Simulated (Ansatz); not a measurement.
Effect of strain tensor (xx, yy, zz, yz, xz, xy) = (−1.19, −0.49, −2.05, −0.39, +0.02, +0.63) % on SiC

Take SiC in the zinc blende structure (space group F-43m, No. 216; a = 4.3563 Å) as the base. Axes: x, y, z lie along the cube axes.

Perturbation: the symmetric strain tensor [-0.0119 0.0063 0.0001; 0.0063 -0.0049 -0.0039; 0.0001 -0.0039 -0.0205]; the atoms relax in the strained cell.

Computed with plane-wave PAW DFT at the r2SCAN level (Ansatz, a quantum-chemistry and plane-wave program, 500 eV), without spin-orbit coupling. Settings: 13×13×13 k-points, 0.05 eV Fermi–Dirac smearing.

```csv
quantity,base,changed,shift
volume per atom,10.33 Å³,9.95 Å³,-0.38 Å³
space group,F-43m (No. 216),P1 (No. 1),–
shortest interatomic distance,1.886 Å,1.855 Å,-0.031 Å
energy relative to the base (free energy F),0 meV/atom,+14 meV/atom,+14 meV/atom
"pressure (mean of the normal stresses, compression positive)",0.00 GPa,9.21 GPa,+9.21 GPa
band gap,1.71 eV,1.52 eV,-0.19 eV
gap character,–,"indirect, Γ → V",–
"valence-band top at Γ (three highest levels, from the VBM)","0.00, 0.00, 0.00 eV","0.00, -0.05, -0.19 eV",–
"valley order (the lowest conduction-band minima on the path, energy above the VBM, named in the base's zone)",X along ⟨100⟩ 1.71 eV,X along [001] 1.52 eV; X along [100] 1.61 eV; X along [010] 1.68 eV,–
"stress (xx, yy, zz, yz, xz, xy; compression positive)",–,"(9.13, 7.05, 11.44, 2.20, -0.08, -3.49) GPa",–
```

Final structure:

```
CELL_PARAMETERS angstrom
      0.01405     2.15900     2.12502
      2.15257     0.00523     2.13384
      2.16597     2.18122    -0.00817
ATOMIC_POSITIONS crystal
  C  0.75113 0.75023 0.74894
  Si 0.99887 0.99977 0.00106
```

No phonon test of stability was made. k-point labels follow each cell's own Brillouin zone.
